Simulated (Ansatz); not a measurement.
System: interstitial Cu in rock-salt MgO (charge state +1). The step: a concerted move, in which Cu travels most; the atom moves 2.11 Å along (0.00, 0.00, 0.50) of the unit cell; the moving atom starts with neighbours 4 Mg at 2.21; 3 O at 1.97, O at 1.98 Å and ends with 4 Mg at 2.21; 3 O at 1.97, O at 1.98 Å. DFT values are from Ansatz (plane-wave PAW, 420 eV unless said) in a cell of 64 host sites, spin-restricted, static, with no finite-size correction. The charge state is imposed; whether it is stable for some Fermi level was not computed. Sites that were not tried may lie lower. For the PBE band: the program found a first-order saddle point.

```json
[
 {"Level": "CHGNet universal potential (has no charge state), its own band", "Forward barrier (eV)": "0.07", "Cost of the band or of the saddle's single point": "-"},
 {"Level": "PBE, the Γ point alone, band relaxed", "Forward barrier (eV)": "0.29", "Cost of the band or of the saddle's single point": "about 10 core-minutes (a rough figure)"},
 {"Level": "PBE, a 2×2×2 k-point mesh shifted by half a step, same geometries", "Forward barrier (eV)": "0.32", "Cost of the band or of the saddle's single point": "around 80 core-seconds (rough)"},
 {"Level": "r2SCAN at 500 eV, the Γ point alone, same geometries", "Forward barrier (eV)": "0.29", "Cost of the band or of the saddle's single point": "very roughly 40 core-seconds"},
 {"Level": "HSE06, Γ point alone, same geometries", "Forward barrier (eV)": "0.38", "Cost of the band or of the saddle's single point": "around 2.5 core-minutes (rough)"}
]
```

Ansatz is a first-principles code.
